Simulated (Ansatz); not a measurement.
Take MgF2 in the rutile structure (space group P4_2/mnm, No. 136; a = 4.6389 Å, c = 3.0624 Å) as the base.

Method: DFT with PBEsol, PAW potentials and a 420 eV plane-wave cutoff in Ansatz (a program for electronic structure), spin-orbit coupling left out.

One change was made to it. Results:

The band gap goes up by 0.574 eV (6.89 eV → 7.47 eV); the lattice parameter a falls by 0.139 Å (4.639 Å → 4.500 Å); the width of the top valence band rises by 0.10 eV (0.85 eV → 0.95 eV); the gap character remains direct at Γ.

### Question
Which of these changes matches the shifts?
A. pressure −1 GPa
B. pressure 10 GPa
C. pressure 0.7 GPa

### Answer
B, pressure 10 GPa. For comparison, the band gap in the other runs: pressure 0.7 GPa gives 6.94 eV; pressure −1 GPa gives 6.82 eV.

Load acts through the strain it causes; cell and atoms are relaxed under it. Stability against distortions was not tested. No other phases were tried under pressure. The base started in Pnnm and relaxed to P4_2/mnm at this level.
